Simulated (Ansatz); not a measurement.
A periodic model of amorphous Si₂₄O₅₁Sb₂:

```xyz
77
Lattice="10.3248 -0.3427 -0.0813 -0.3427 10.9172 0.2466 -0.0813 0.2466 10.4320" Properties=species:S:1:pos:R:3 pbc="T T T"
Si     0.6858    10.6924     5.8824
Si     0.2758     2.4747     3.7342
Si     8.9039    10.0035     3.8442
Si     8.2261     1.7249     4.9372
Si     6.8814     4.3218    10.3942
Si     0.6897     8.7554    10.3364
Si    10.0528     5.5068     7.2182
Si     3.7227     9.9738     3.5916
Si     5.3604     5.0419     8.1590
Si     3.6927     0.8332     7.0319
Si     4.2054     5.1350     0.4275
Si     9.1995     0.6129     7.5770
Si     2.9374     8.4698     6.0526
Si     7.5079     8.4120     1.8856
Si     8.1570     9.5033     9.6985
Si     1.7403     5.7968     6.1218
Si     7.7395     6.7145     8.6197
Si     3.7097     3.5071     6.2050
Si     3.3629     9.2137     8.8712
Si     1.1099    10.5821     2.1712
Si     9.2712     6.0265     0.8924
Si     4.5945     8.0380     1.1626
Si     9.4504     3.1743     1.1759
Si     5.2877     1.4804     4.7833
O      7.7709    10.5270     8.5318
O      7.9008     2.9573     0.6118
O      8.3596     0.3888     4.0224
O      7.6954     8.9741     3.3775
O      2.1396    10.3328     3.4334
O      3.7739     8.4711     7.4766
O      6.2790     3.9051     8.9459
O      2.3314     4.2962     5.8850
O      3.8361     6.5712     1.1305
O      3.3589    10.8393     8.6282
O      9.3932     4.7192     1.8156
O      9.7769     9.4182     5.0542
O      2.5127     0.5796     5.9843
O      2.7551     6.9031     5.5604
O      7.9941     5.7036    10.0619
O      6.4388     6.2202     7.8338
O      4.1255     9.1590     2.2422
O      6.1063     7.6599     1.6066
O      7.4169     8.1036     9.3046
O      3.5609     2.4364     7.4410
O      3.1089     4.0094     0.8045
O      1.5726     3.3688     3.2616
O      9.4243     2.8042     4.6044
O      0.1331     5.8699     5.6831
O      8.6242     7.2337     1.6952
O      9.5245     4.1154     7.8479
O      4.8113     4.5960     6.7208
O      4.2118     5.5413     9.2108
O      3.9412     9.0837     4.9184
O      5.7546     4.6503     0.8867
O      0.7440     1.0980     4.4339
O      9.7623     9.2628     9.6835
O      1.3435     6.0125     7.7421
O      5.1343     0.7049     6.2179
O      1.5084     9.1877     6.1938
O      1.3582     9.2782     1.2017
O      8.2856     1.4408     6.5244
O      9.8657    10.1568     2.5078
O      4.4101     8.9105    10.0887
O      0.1699     0.2632     6.9870
O      0.2492     3.6959     0.1242
O      1.8793     1.1062     1.2499
O      1.8844     8.6552     9.2663
O      4.9282     0.4615     3.5348
O      9.7013     1.5276     8.8283
O      0.2412     6.9489     0.1923
O      7.6863     9.5972     0.7575
O      9.0619     6.7113     7.7058
O      4.2170     2.7584     4.8360
O      9.7432     2.0061     2.2249
O      6.7120     2.2379     4.5892
Sb     3.0225     2.5305     2.1810
Sb     0.6666     3.3256     8.7762
```

Computed with PBE, scalar-relativistic without spin-orbit coupling (plane waves to 420 eV, PAW; Ansatz, a program for electronic structure).

The cell was made by melting and quenching with the CHGNet potential and then relaxed with DFT. O atoms were pushed apart under 1.9 Å during the dynamics, to hinder bonds among them. The hot cell started wider than the set density and was brought back towards it in steps. It is the lowest in DFT energy of 2 quenches. It is a model cell: composition and starting density were chosen by hand, and all elements were melted together. No dispersion term was used. Its density started from a set value of 2.45 and ended at 2.45 g/cm³. The quench (nominally 400 K/ps over its main leg) was far faster than any real one, so the model tends to hold more defects than a real film. One small periodic cell is one sample of the glass; other quenches scatter about these values. The volume was held where the preparation left it and the shape relaxed, at a PBE pressure of 1.9 GPa. Stress components on the final sampling reach 2.0 GPa.

Bonds are counted up to Si-Si 2.60 Å, Si-O 1.98 Å, Si-Sb 2.92 Å, O-O 1.58 Å, O-Sb 2.46 Å, Sb-Sb 3.25 Å. Two cations that share two anions don't count as bonded, nor two that share one unless they lie closer than Si-Si 2.38 Å, Si-Sb 2.68 Å, Sb-Sb 2.97 Å.

**Question.** Give the coordination numbers, mean bond lengths and angles.

**Answer.** 
```yaml
Mean coordination of Si by anions: 4.04 (23 with 4, 1 with 5)
Mean coordination of O: 2.02 (50 with 2, 1 with 3)
Mean coordination of Sb by anions: 3.00 (2 with 3)
Mean Si-O bond: 1.643 Å (spread 0.044 Å, 97 counted)
Mean O-Sb bond: 2.000 Å (spread 0.040 Å, 6 counted)
Bond angle at Si: mean 109.2°, spread 8.2°
Bond angle at O: mean 130.9°, spread 14.4°
Bond angle at Sb: mean 94.2°, spread 5.0°
```

**Question.** Which atoms depart from the most common coordination of their element?

**Answer.** Si1 has 5 (O64 1.67 Å, O36 1.72 Å, O37 1.72 Å, O59 1.74 Å, O55 1.81 Å); O39 has 3 (Si17 1.78 Å, Si5 1.80 Å, Si21 1.83 Å).

**Question.** List the pairs of like atoms that count as bonded by the rules above.

**Answer.** There are none by these rules.
